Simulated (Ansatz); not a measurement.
Consider Cu vacancy in fcc Cu, neutral cell. Computed with PBE, PAW (plane waves to 420 eV; Ansatz, a program for electronic structure).

Cell of 32 host sites held at the relaxed PBE lattice; a 3×3×3 k-point mesh shifted by half a step; Fermi-Dirac width 0.10 eV, spin-restricted; finite-size errors left in. No zero-point or tunnelling terms. Forms of the defect that were not tried may lie lower.

Barriers: single points on a 5×5×5 k-point mesh shifted by half a step at the bands' geometries.

The step: a nearby Cu atom hops onto the vacant site. Atoms about the jump, Cartesian Å from the middle of the jump, before and after:

```tsv
atom	x0	y0	z0	x1	y1	z1
Cu1	0.00	-0.89	0.89	0.00	0.89	-0.89
Cu2	-1.80	0.91	0.88	-1.80	0.89	0.91
Cu3	1.79	-0.88	-0.91	1.80	-0.91	-0.89
Cu4	-1.80	-0.89	-0.91	-1.80	-0.91	-0.89
Cu5	1.80	0.91	0.89	1.80	0.89	0.91
Cu6	0.00	-0.88	-2.71	0.00	-0.91	-2.72
Cu7	0.00	-2.72	-0.91	0.00	-2.71	-0.89
Cu8	0.00	0.91	2.72	0.00	0.89	2.70
Cu9	0.00	2.71	0.89	0.00	2.72	0.91
Cu10	1.80	0.91	-2.71	1.81	0.90	-2.72
Cu11	-1.81	-2.72	0.90	-1.80	-2.70	0.91
Cu12	-1.80	2.71	-0.91	-1.81	2.72	-0.90
Cu13	1.81	-2.72	0.90	1.79	-2.70	0.91
Cu14	1.79	2.71	-0.91	1.81	2.72	-0.90
Cu15	-1.80	0.91	-2.71	-1.81	0.90	-2.72
Cu16	-1.81	-0.90	2.72	-1.80	-0.91	2.71
Cu17	1.81	-0.90	2.72	1.80	-0.91	2.71
```

### Question
Predict the transition state.

### Answer

| atom | x | y | z |
|---|---|---|---|
| Cu1 | 0.00 | 0.00 | -0.01 |
| Cu2 | -1.95 | 0.94 | 0.93 |
| Cu3 | 1.95 | -0.95 | -0.96 |
| Cu4 | -1.95 | -0.95 | -0.96 |
| Cu5 | 1.95 | 0.94 | 0.93 |
| Cu6 | 0.00 | -0.87 | -2.67 |
| Cu7 | 0.00 | -2.66 | -0.88 |
| Cu8 | 0.00 | 0.87 | 2.65 |
| Cu9 | 0.00 | 2.66 | 0.86 |
| Cu10 | 1.77 | 0.90 | -2.71 |
| Cu11 | -1.77 | -2.70 | 0.89 |
| Cu12 | -1.77 | 2.70 | -0.91 |
| Cu13 | 1.77 | -2.70 | 0.89 |
| Cu14 | 1.77 | 2.70 | -0.91 |
| Cu15 | -1.77 | 0.90 | -2.71 |
| Cu16 | -1.77 | -0.90 | 2.69 |
| Cu17 | 1.77 | -0.90 | 2.69 |
It lies 0.75 eV above the start and 0.75 eV above the end. The saddle point's order was not checked, and it lies on a symmetry element of the cell, where a band can be held.
